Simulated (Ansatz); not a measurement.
**What Cl → I does to hypothetical CsCl type AuCl**

Consider AuCl in the CsCl type structure (space group Pm-3m, No. 221; a = 3.398 Å; a hypothetical phase, not in the database extracts checked).

Perturbation: full substitution Cl → I, then cell and atoms are relaxed.

Level of theory: r2SCAN in Ansatz (plane waves to 500 eV, PAW, no spin-orbit coupling). k-mesh 12×12×12 (Γ-centred); smearing 0.05 eV (Fermi–Dirac), for the changed cell.

```csv
quantity,base,changed,shift
volume per atom,19.62 Å³,26.77 Å³,+7.15 Å³
lattice parameter a,3.398 Å,3.769 Å,+0.371 Å
space group,Pm-3m (No. 221),Pm-3m (No. 221),–
shortest interatomic distance,2.943 Å,3.264 Å,+0.321 Å
band gap,zero,zero,–
```

Final structure:

```yaml
crystal:
  lattice:
    - [3.76896, 0.00000, 0.00000]
    - [0.00000, 3.76896, 0.00000]
    - [0.00000, 0.00000, 3.76896]
  atoms:
    - { symbol: Au, position: [0.00000, 0.00000, 0.00000] }
    - { symbol: I, position: [0.50000, 0.50000, 0.50000] }
```

Stability against distortions was not tested. As relaxed here, AuI is a hypothetical phase, not in the database extracts checked. No Hubbard U is applied, and correlation can decide whether such a compound is a metal. The final runs are not spin-polarised.

Ansatz is an electronic-structure program.
